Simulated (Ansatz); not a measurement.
## W: transverse stress against strain

W (bcc, Im-3m, 15.691 Å³/atom at rest, cube axes along x, y and z) under a strain ε along a cube axis (axis z), the other axes held. PBEsol in Ansatz, a plane-wave DFT program (PAW, default set), 420 eV, 29×29×29 Γ-centred mesh, Fermi-Dirac smearing 0.10 eV; ions are relaxed within the symmetry of each cell. Stress is positive for a compressed cell.

Here s stands for strain and y for stress xx.

```csv
strain (%),stress xx (GPa)
-1.50,3.32
-1.00,2.19
-0.50,1.08
0.00,0.00
0.50,-1.05
1.00,-2.07
1.50,-3.07
3.00,?
```

Using a straight line, estimate the missing y at s = 3.00 from the other rows, showing the fit.

Means: s 0, y 0.057. About the means, the sum of products is -14.910 and the sum of squares of s is 7.0000; the slope is their ratio. Least squares gives y = 0.057 - 2.1300·s. Residuals (row less fit): 0.068, 0.003, -0.042, -0.057, -0.042, 0.003, 0.068; standard error 0.057 (degrees of freedom: 5). The slope gives the elastic constant C12 = 213 ± 2 GPa. At the withheld row, y = 0.057 - 2.1300 × 3.0 = -6.333 GPa. The calculation gives -5.91 GPa, 0.423 GPa above the prediction (4.6 % of the range of y in the table). The row lies outside the fitted rows, so this is an extrapolation. From the scatter of the fitted rows alone, a prediction at this place has a standard error of 0.088 GPa, so the miss is 4.8 times that.

One order more, fitted to all 13 runs of the series, follows each within 0.01, so the miss is the next term of a smooth law. In a metal these values are sensitive to mesh and smearing; energies are taken to zero smearing, stresses follow the free energy. Rows are the converged runs of the series near zero and its far end; series whose fitted rows scatter by over a few per cent of the range, as at a crossing or softening among them, aren't shown in this form. Most that stay on the fit to the last digits aren't either.
